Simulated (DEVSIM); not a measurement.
System: abrupt Ge p-n junction, at 400 K.

Layer 1 from the left is Ge, thickness (μm) 47.0, Na (cm⁻³) 2.7e17, τn (s) 2.5e-5, τp (s) 8.4e-5. Layer 2 from the left is Ge, thickness (μm) 5.60, Nd (cm⁻³) 1.3e15, τn (s) 8.4e-5, τp (s) 8.4e-5.

Left contact: ohmic. Right contact: ohmic. Voltage is applied to the left contact. Recombination: SRH at mid-gap, Auger. Mobility is μmin + (μ − μmin)/(1 + (N/Nref)^α).

This is a model device: material constants are rounded textbook-type values typed into the input, and sizes, dopings and lifetimes were drawn at random. Values at 300 K; Nc and Nv go as T^1.5, mobilities as T to minus their exponent, the gap by Varshni's rule with the affinity fixed.

Ge: gap (eV) 0.664, affinity (eV) 4, permittivity 16, Nc (cm⁻³) 1.04e19, Nv (cm⁻³) 6e18, μn (cm²/Vs) 3900, μp (cm²/Vs) 1900, μn,min 150, μp,min 100, Nref,n 2.6e17, Nref,p 4e17, αn 0.56, αp 0.6, T exponent of μn 1.66, T exponent of μp 2.33, Cn (cm⁶/s) 1e-31, Cp (cm⁶/s) 1e-31, Varshni α (eV/K) 0.000477, Varshni β (K) 235.

Simulated with DEVSIM: 1D drift-diffusion, Boltzmann statistics, complete ionisation; no tunnelling, impact ionisation, image-force lowering or self-heating.

Problem. What does the simulation give for the dark forward voltage at 100 A/cm², the largest field in the device at zero bias, the potential step across the device at zero bias?

Solution. dark forward voltage at 100 A/cm² 0.136 V; largest field in the device at zero bias 28000 V/cm; potential step across the device at zero bias 0.196 V.
